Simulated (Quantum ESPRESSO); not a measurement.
Worked example: self-consistent single point of Au (Fm-3m, 1 atom in the cell) in Quantum ESPRESSO.

Method of the run: PBEsol, SSSP 1.1.2 precision (PBE) pseudopotentials (plane waves; Quantum ESPRESSO).

The change in words: lattice scaled by 0.98; degauss: 0.0073499 Ry → 0.0036749 Ry; K_POINTS: automatic 14 14 14 0 0 0 → automatic 22 22 22 0 0 0. Reference geometry:
```xyz
1
Lattice="-2.0339 0.0000 2.0339 0.0000 2.0339 2.0339 -2.0339 2.0339 0.0000" Properties=species:S:1:pos:R:3 pbc="T T T"
Au     0.0000     0.0000     0.0000
```

Reference input (self-consistent single point, DFT, PBEsol, plane waves, SSSP 1.1.2 precision (PBE) pseudopotentials): ecutwfc = 75 Ry; occupations = smearing; smearing = fermi-dirac; degauss = 0.0073499 Ry; input_dft = pbesol; potentials = {Au: Au_ONCV_PBE-1.0.oncvpsp.upf}; K_POINTS = automatic 14 14 14 0 0 0; conv_thr = 1e-10 Ry; mixing_beta = 0.4. This run's input differs from it in these lines:

```diff
@@ -11,3 +11,3 @@
  ibrav = 2,
- celldm(1) = 7.68695234,
+ celldm(1) = 7.53321178,
  nat = 1,
@@ -17,3 +17,3 @@
  smearing = 'fermi-dirac',
- degauss = 0.0073499,
+ degauss = 0.0036749,
  input_dft = 'pbesol',
@@ -29,3 +29,3 @@
 K_POINTS automatic
-14 14 14  0 0 0
+22 22 22  0 0 0
```

The program printed (abridged):

```
     Self-consistent Calculation

     iteration #  1     ecut=    75.00 Ry     beta= 0.40

---- Real-time Memory Report at c_bands before calling an iterative solver
           131 MiB given to the printing process from OS
            98 MiB allocation reported by mallinfo(arena+hblkhd)
------------------

     Threshold (ethr) on eigenvalues was too large:
     Diagonalizing with lowered threshold

---- Real-time Memory Report at c_bands before calling an iterative solver
           133 MiB given to the printing process from OS
            99 MiB allocation reported by mallinfo(arena+hblkhd)
------------------

   [... lines left out ...]

---- Real-time Memory Report at c_bands before calling an iterative solver
           137 MiB given to the printing process from OS
           102 MiB allocation reported by mallinfo(arena+hblkhd)
------------------

     total energy              =    -274.46477080 Ry
     estimated scf accuracy    <          1.5E-10 Ry

     iteration #  8     ecut=    75.00 Ry     beta= 0.40

---- Real-time Memory Report at c_bands before calling an iterative solver
           137 MiB given to the printing process from OS
           103 MiB allocation reported by mallinfo(arena+hblkhd)
------------------
     End of self-consistent calculation

     the Fermi energy is    22.5970 ev

!    total energy              =    -274.46477080 Ry
     estimated scf accuracy    <          1.5E-11 Ry
     smearing contrib. (-TS)   =      -0.00016090 Ry
     internal energy E=F+TS    =    -274.46460990 Ry

     convergence has been achieved in   8 iterations

     Forces acting on atoms (cartesian axes, Ry/au):

     atom    1 type  1   force =     0.00000000    0.00000000    0.00000000

     Total force =     0.000000     Total SCF correction =     0.000000

          total   stress  (Ry/bohr**3)                   (kbar)     P=      144.86
   0.00098471  -0.00000000  -0.00000000          144.86       -0.00       -0.00
  -0.00000000   0.00098471   0.00000000           -0.00      144.86        0.00
   0.00000000   0.00000000   0.00098471            0.00        0.00      144.86

   JOB DONE.
```

The run converged in 8 iterations. Against the reference run the free energy rises by 46.9 meV/atom and the pressure goes from 1.20 to 14.49 GPa.

The starting cell has typed, rounded lattice constants, without a prior relaxation at this level. Its lattice was rescaled by up to half a per cent. For this run, on top of that: lattice scaled by 0.98. With a pressure of about 14 GPa the cell is away from its equilibrium volume at this level.

Cost on one core of a shared machine: roughly 80 s.
